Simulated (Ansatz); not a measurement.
The reference is BaO in the rock salt structure (space group Fm-3m, No. 225; a = 5.490 Å).

All numbers come from Ansatz (a program for electronic structure), PBEsol, PAW, cutoff 420 eV, no spin-orbit coupling.

For the base:

The valley order is X along ⟨100⟩ 1.84 eV; Γ 3.53 eV and the lattice parameter a is 5.490 Å.

The change: hydrostatic tension (pressure −2 GPa).

**Question.** What happens to the valley order?

**Answer.** The valley order (the lowest conduction-band minima on the path, energy above the VBM, named in the base's zone) goes from X along ⟨100⟩ 1.84 eV; Γ 3.53 eV to X along ⟨100⟩ 1.94 eV; Γ 3.42 eV.

**Question.** Estimate the effect on the mean gap deformation potential ΔEg/Δln V.

**Answer.** The mean gap deformation potential ΔEg/Δln V comes out as +3.7 eV.

**Question.** Estimate the effect on the lattice parameter a.

**Answer.** The lattice parameter a grows by 0.050 Å (5.490 Å → 5.540 Å).

Load acts through the strain it causes; cell and atoms are relaxed under it. Gaps are read on the SCF mesh and a high-symmetry path. Whether these cells are dynamically stable was not tested.
